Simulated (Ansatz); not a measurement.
## A self-consistent single point of SrIn2 (P3m1, 6 atoms in the cell) with Ansatz

Computed with LDA (PW92), default PAW files made with PBE (plane waves; Ansatz, a program for electronic structure).

The input file:

Ansatz 0.2 input:
```yaml
crystal:
  lattice:
    - [5.069672, 0.000000, 0.000000]
    - [-2.534836, 4.390465, 0.000000]
    - [0.000000, 0.000000, 8.155887]
  atoms:
    - { symbol: Sr, position: [0.000000, 0.000000, 0.756131] }
    - { symbol: Sr, position: [0.000000, 0.000000, 0.250000] }
    - { symbol: In, position: [0.333333, 0.666667, 0.953490] }
    - { symbol: In, position: [0.666667, 0.333333, 0.046510] }
    - { symbol: In, position: [0.666667, 0.333333, 0.453490] }
    - { symbol: In, position: [0.333333, 0.666667, 0.546510] }
basis:
  ecutwfc: 420.0
kpoints:
  mp_grid: { grid: [7, 7, 3] }
hamiltonian:
  xc: lda
  pseudopotentials: { kind: paw }
scf:
  occupations: { method: gaussian, width: 0.1 }
output:
  forces: true
  eigenvalues: true
  stress: true
```

Output, abridged:

```
WARN the atoms were moved onto the symmetric positions of the space group found under crystal.symmetry.tolerance 1.0e-5 (fractional …
WARN ansatz: RAYON_NUM_THREADS=1 ignored (pool sized by the plan → 1); use --threads N
Pseudopotentials: kind: paw
Pseudopotential: Sr, paw, valence charge 10
Pseudopotential: In, paw, valence charge 13
Crystal: 6 atoms, lattice volume = 181.536 Å³
Basis set: ecut = 420 eV, 3573 PW (Γ)
Bands: 44, of which v1, the nominal top of the filled ones, is band 36 counted from 1 (35 counted from 0)
Symmetry: 6 space group operations
Space group: P3m1 (ITA 156), of the structure as read, at distance tolerance 5.7e-5 Å
k-points: 20 of 147 (time reversal used)
PAW frozen core: Sr, regenerated for the run's functional, and the local potential with it
PAW frozen core: In, regenerated for the run's functional, and the local potential with it
Initial density: superposition of atomic densities (neutral atoms: chi_scale 0, normalization atom), corrected by the library's trained network
Initial wavefunctions: pseudopotential atomic-orbital guess
Eigensolver: davidson
Functional: x = slater, c = lda
SCF iter   1: F=—  HF=-28720.492214 eV  |F-HF|=—  |Δ(HF+E_count)|=         —  Δρ=6.81e-3  dr2=4.20e-2  ethr=1.77e-3  ⟨swp⟩=9.9  Hψ=4712  notcnv=0
all-band conjugate gradients solve this SCF's bands
preconditioner: auto → Kerker (q_TF=auto, 2.339 Å⁻¹)
SCF iter   2: F=—  HF=-28720.482437 eV  |F-HF|=—  |Δ(HF+E_count)|=   9.78e-3  Δρ=2.95e-3  dr2=8.11e-3  ethr=5.84e-5  ⟨swp⟩=2.0  Hψ=1539  notcnv=0
SCF iter   3: F=—  HF=-28720.480501 eV  |F-HF|=—  |Δ(HF+E_count)|=   1.94e-3  Δρ=5.95e-4  dr2=6.32e-4  ethr=1.13e-5  ⟨swp⟩=2.0  Hψ=1332  notcnv=0
SCF iter   4: F=—  HF=-28720.480433 eV  |F-HF|=—  |Δ(HF+E_count)|=   6.74e-5  Δρ=1.20e-4  dr2=5.43e-5  ethr=8.77e-7  ⟨swp⟩=2.0  Hψ=1000  notcnv=0
SCF iter   5: F=—  HF=-28720.480336 eV  |F-HF|=—  |Δ(HF+E_count)|=   9.77e-5  Δρ=3.21e-5  dr2=6.19e-6  ethr=7.54e-8  ⟨swp⟩=2.0  Hψ=1519  notcnv=0
SCF iter   6: F=—  HF=-28720.480335 eV  |F-HF|=—  |Δ(HF+E_count)|=   9.47e-7  Δρ=1.17e-5  dr2=8.39e-7  ethr=8.60e-9  ⟨swp⟩=2.2  Hψ=1042  notcnv=0
SCF iter   7: F=—  HF=-28720.480335 eV  |F-HF|=—  |Δ(HF+E_count)|=   1.99e-7  Δρ=4.39e-6  dr2=1.04e-7  ethr=1.16e-9  ⟨swp⟩=3.0  Hψ=1542  notcnv=0
SCF iter   8: F=-28720.480335 eV  HF=-28720.480335 eV  |F-HF|=5.55e-9  |Δ(HF+E_count)|=   2.11e-8  Δρ=1.41e-6  dr2=1.04e-8  ethr=1.39e-10  ⟨swp⟩=11.0  Hψ=4178  notcnv=0
SCF 1 converged in 8 iterations: F = -28720.480335 eV  dr2 = 1.04e-8
SCF converged after 8 iterations
Free energy (F): -28720.480335 eV
Harris-Foulkes:  -28720.480335 eV  (|F-HF|=5.55e-9)
Internal energy: -28720.471774 eV  (E = F + TS)
E sigma→0 (E₀):  -28720.476055 eV
Entropy (-TS):   -0.008560 eV (-1.427 meV/atom)
Fermi energy:    8.704939 eV
--- Per-component energies (eV) ---
  E_band       = -354.738835
  E_kinetic    = 1463.624513
  E_local      = -6163.861902  (includes V_loc(G=0)·N_el)
  E_nonlocal   = 1886.717302
  E_hartree    = 2240.006461
  E_xc         = -1198.247933
  E_vxc        = -729.031523  (∫ρ·V_xc dr)
  E_paw        = -21250.348152  (= ΣΔE_a)
  E_vpaw       = -1292.199254  (= ΣTr[D̂ρ^β])
  E_aug_tail   = 0.000097  (compensation charges beyond the density's cutoff)
  E_ewald      = -5700.088577
  E_core_change = 1.726416  (= ΣΔE_core)
  E_smearing   = -0.008560  (= −TS)
  E_closure    = 0.000000  (closes the sum)
  Σ components = -28720.480335   (vs F -28720.480335, Δ=0.00e0)
--- Forces (eV/Å), atoms counted from 1 ---
  atom   1  Sr    -0.00000000     0.00000000    -0.16833642
  atom   2  Sr     0.00000000     0.00000000     0.07114621
  atom   3  In     0.00000000    -0.00000000     0.01971633
  atom   4  In     0.00000000     0.00000000     0.03040592
  atom   5  In     0.00000000     0.00000000     0.02992415
  atom   6  In    -0.00000000    -0.00000000     0.01714241
  max |Σ_I F_I| component: 1.41e-6 eV/Å
--- Stress (GPa, compression-positive) ---
       -3.735448       0.000000      -0.000000
        0.000000      -3.735448      -0.000000
       -0.000000      -0.000000      -3.114547
  P = ⅓ Tr σ = -3.5285 GPa (-35.285 kbar)
  The stress holds the Pulay correction. Without it, at fixed plane waves, as pw.x and ABINIT print it: P = -3.5398 GPa
--- Band table (eV; the first three rows and the last of 20) ---
  k-point 0: bands = ["-26.9793", "-26.9695", "-9.1808", "-9.0537", "-9.0537", "-9.0306", "-9.0306", "-8.9776", "-5.7966", "-5.7966", "-5.7638", "-5.7638", "-5.7535", "-5.7492", "-5.7492", "-5.6903", "-5.6903", "-5.6254", "-5.5855", "-5.4959", [...]
  k-point 1: bands = ["-26.9769", "-26.9718", "-9.1322", "-9.0481", "-9.0481", "-9.0362", "-9.0362", "-9.0286", "-5.7979", "-5.7979", "-5.7684", "-5.7684", "-5.7361", "-5.7361", "-5.7330", "-5.6983", "-5.6983", "-5.6761", "-5.5326", "-5.4932", [...]
  k-point 2: bands = ["-26.9791", "-26.9693", "-9.1786", "-9.0607", "-9.0544", "-9.0355", "-9.0327", "-8.9778", "-5.8148", "-5.8137", "-5.7818", "-5.7789", "-5.7680", "-5.7316", "-5.7211", "-5.6686", "-5.6683", "-5.6158", "-5.6126", "-5.5274", [...]
  k-point 19: bands = ["-26.9758", "-26.9708", "-9.1237", "-9.0738", "-9.0643", "-9.0603", "-9.0537", "-9.0263", "-5.8988", "-5.8622", "-5.8047", "-5.7924", "-5.7475", "-5.7284", "-5.6859", "-5.6404", "-5.6291", "-5.6223", "-5.5815", "-5.5749", [...]
```

The run converged in 8 iterations.

The starting cell comes from a database of computed structures (which also holds hypothetical and non-ambient phases and stackings), without a prior relaxation at this level. Its lattice was rescaled by up to half a per cent. One atom was moved a little off its site on purpose. With a pressure of about -4 GPa the cell is away from its equilibrium volume at this level. Ansatz's pressure includes its estimate of the finite-basis (Pulay) stress.
